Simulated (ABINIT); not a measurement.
Input and output of a self-consistent single point for Mo₃Si (Pm-3n, 8 atoms in the cell) (ABINIT).

Computed with PBE, norm-conserving pseudopotentials (PseudoDojo nc-sr-05 PBE standard) (plane waves; ABINIT).

The change in words: lattice scaled by 0.98. Reference geometry:
```
Mo3Si
1.0
    4.93890     0.00000     0.00000
    0.00000     4.93890     0.00000
    0.00000     0.00000     4.93890
Si Mo
2 6
Cartesian
  2.46945   2.46945   2.46945
  0.00000   0.00000   0.00000
  1.23473   0.00000   2.46945
  2.46945   1.23473   0.00000
  2.46945   3.70418   0.00000
  3.70418   0.00000   2.46945
  0.00000   2.46945   3.70418
  0.00000   2.46945   1.23473
```

Reference input (self-consistent single point, DFT, PBE, plane waves, norm-conserving pseudopotentials (PseudoDojo nc-sr-05 PBE standard)): pseudos = [Si.upf, Mo.upf]; ecut = 1088 eV; ixc = 11; occopt = 7; tsmear = 0.00734986 Ha; ngkpt = 5 5 5; nshiftk = 1; shiftk = 0 0 0; potentials = PseudoDojo nc-sr-05 PBE standard; nband = 58; kptopt = 1; nstep = 80. This run's input differs from it in these lines:

```diff
@@ -3,3 +3,3 @@
 pseudos "Si.upf, Mo.upf"
-acell 4.9389000000 4.9389000000 4.9389000000 Angstrom
+acell 4.8401220000 4.8401220000 4.8401220000 Angstrom
 rprim
```

Output (repeated stretches shortened):

```
--- !BeginCycle
solver: {iscf: 7, nstep: 80, nline: 4, wfoptalg: 0, }
tolerances: {tolvrs: 1.00E-11, }
...

     iter   Etot(hartree)      deltaE(h)  residm     vres2
 ETOT  1  -429.64626199383    -4.296E+02 1.113E-01 1.113E+03
 ETOT  2  -430.08523353352    -4.390E-01 3.592E-02 8.065E+02
 ETOT  3  -430.22427339230    -1.390E-01 1.536E-02 7.619E+00
 ETOT  4  -430.22616405362    -1.891E-03 9.344E-03 4.919E-01
 ETOT  5  -430.22631531347    -1.513E-04 5.233E-03 1.161E-03
   [... 7 lines left out ...]
 ETOT 13  -430.22632741300    -1.574E-10 4.902E-04 1.098E-09
 ETOT 14  -430.22632741302    -2.262E-11 4.151E-04 1.859E-10
 ETOT 15  -430.22632741300     2.086E-11 3.204E-04 1.727E-10
 ETOT 16  -430.22632741301    -1.478E-11 2.728E-04 4.887E-12
 At SCF step   16       vres2   =  4.89E-12 < tolvrs=  1.00E-11 =>converged.

 Cartesian components of stress tensor (hartree/bohr^3)
  sigma(1 1)= -3.63021485E-04  sigma(3 2)=  0.00000000E+00
  sigma(2 2)= -3.63021485E-04  sigma(3 1)=  0.00000000E+00
  sigma(3 3)= -3.63021485E-04  sigma(2 1)=  0.00000000E+00

 ----iterations are completed or convergence reached----

 reduced coordinates (array xred) for    8 atoms
       0.500000000000      0.500000000000      0.500000000000
       0.000000000000      0.000000000000      0.000000000000
       0.250000000000      0.000000000000      0.500000000000
       0.500000000000      0.250000000000      0.000000000000
       0.500000000000      0.750000000000      0.000000000000
       0.750000000000      0.000000000000      0.500000000000
   [... lines left out ...]
 Fermi (or HOMO) energy (hartree) =   0.61025   Average Vxc (hartree)=  -0.49168
   [... lines left out ...]
total_energy        : -4.30226327413014E+02
total_energy_eV     : -1.17070537419136E+04
band_energy         : -2.34923105482388E+01
...

-Cartesian components of stress tensor (GPa)         [Pressure=  1.0680E+01 GPa]
- sigma(1 1)= -1.06804590E+01  sigma(3 2)=  0.00000000E+00
- sigma(2 2)= -1.06804590E+01  sigma(3 1)=  0.00000000E+00
- sigma(3 3)= -1.06804590E+01  sigma(2 1)=  0.00000000E+00

 Calculation completed.
```

The run converged in 16 iterations. Against the reference run the free energy rises by 13.6 meV/atom and the pressure goes from -5.00 to 10.68 GPa.

The starting cell has typed, rounded lattice constants, without a prior relaxation at this level. Its lattice was rescaled by a random factor within 2.5 % of one. For this run, on top of that: lattice scaled by 0.98. Spin polarisation is off. With a pressure of about 11 GPa the cell is away from its equilibrium volume at this level.

Cost on one core of a shared machine: roughly 7 min.
